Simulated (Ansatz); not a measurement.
The starting structures come from a database of crystals and need not be the phases stable at ambient conditions.

 Where the default PAW files enter, the runs use the earlier of Ansatz's two default sets.

By PBEsol, the system below comes out a metal.

A figure of merit of an interconnect metal is its ballistic conductance per area.

Input:

```yaml
crystal:
  lattice:
    - [4.26810, 0.00000, 0.00000]
    - [0.00000, 4.69010, 0.00000]
    - [0.00000, 2.34505, 1.39453]
  atoms:
    - { symbol: Ru, position: [0.75000, 0.66667, 0.00000] }
    - { symbol: Ru, position: [0.25000, 0.33333, 0.00000] }
```

Space group of this cell: Cmcm. The cell is strained (lengths along the current scaled by 1.03, ions clamped); by PBEsol its mean pressure is -14.0 GPa.

The current flows along the normal of the first two printed cell vectors. No spin-orbit coupling; the value is a mean over 0.1 eV about the Fermi level.

Question: State the ballistic conductance per area according to PBEsol in Ansatz (an electronic-structure program).

Answer: 1.5 × 10¹⁵ S/m² for both spins.
